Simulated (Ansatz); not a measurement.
ZnO (P6_3mc): electron mass 0.156 mₑ, hole mass 2.20 mₑ, dielectric constants ε∞ = 5.09 and ε₀ = 9.70, effective LO phonon energy 69 meV (band masses from PBE with spin-orbit coupling, rigid bands (Ansatz, a first-principles code), cell and atoms relaxed with PBE; dielectric constants and zone-centre modes from LDA (Ansatz) on its own relaxed cell).

Q: Estimate a shallow donor's binding energy, its radius and the Mott density in the hydrogenic model.

A: E_d = 13.606 eV × m/ε₀² = 22.6 meV and a = 0.0529 nm × ε₀/m = 3.29 nm; n^(1/3) a = 0.26 gives 4.9e17 cm⁻³. The orbit spans many cells, so the model is sensible.

Q: Bracket the exciton binding energy.

A: The reduced mass is 0.146 mₑ, which gives 21.1 meV with ε₀ and 76.5 meV with ε∞. The phonon energy lies between the two, so neither limit holds, and the model's value lies between them.

Isotropic masses (harmonic means over directions) and a parabolic band; the masses carry the functional's gap error.
